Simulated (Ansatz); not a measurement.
Band structure of HfBe₂ (P6/mmm, 3 atoms in the cell).

```
HfBe2
1.0
    3.77950     0.00000     0.00000
   -1.88975     3.27314     0.00000
    0.00000     0.00000     3.16996
Hf Be
1 2
Cartesian
  0.00000   0.00000   0.00000
  0.00000   2.18210   1.58498
  1.88975   1.09105   1.58498
```

Method of the run: LDA (PW92), PAW files made with PBE (plane waves; Ansatz, a quantum-chemistry and plane-wave program).

Settings: kpoints.mp_grid.grid = 10 10 10; hamiltonian.xc = lda; hamiltonian.pseudopotentials = {kind: paw} (the program's default PAW files); scf.occupations.method = gaussian; scf.occupations.width = 0.05 eV; kpoints.band_path.npoints = 8.

The starting cell comes from a database of computed structures (which also holds hypothetical and non-ambient phases and stackings), without a prior relaxation at this level. Spin-orbit coupling is off.

Levels in eV from the Fermi level, bands 12 to 18:
```tsv
point	12	13	14	15	16	17	18
Γ	-7.93	-1.03	-1.03	-0.42	3.84	4.50	4.50
M	-5.36	-3.95	-0.92	0.19	1.47	3.58	3.74
K	-4.14	-3.62	-3.62	2.07	2.29	2.29	3.18
A	-4.76	-3.82	0.41	0.41	1.75	1.75	2.83
L	-4.12	-1.94	-1.75	-1.52	-0.60	4.40	4.73
H	-3.48	-3.48	-0.93	-0.93	-0.60	3.18	6.29
```

Bands cross the Fermi level along this path, so the cell is metallic at this level.

Keys are those of Ansatz 0.2.
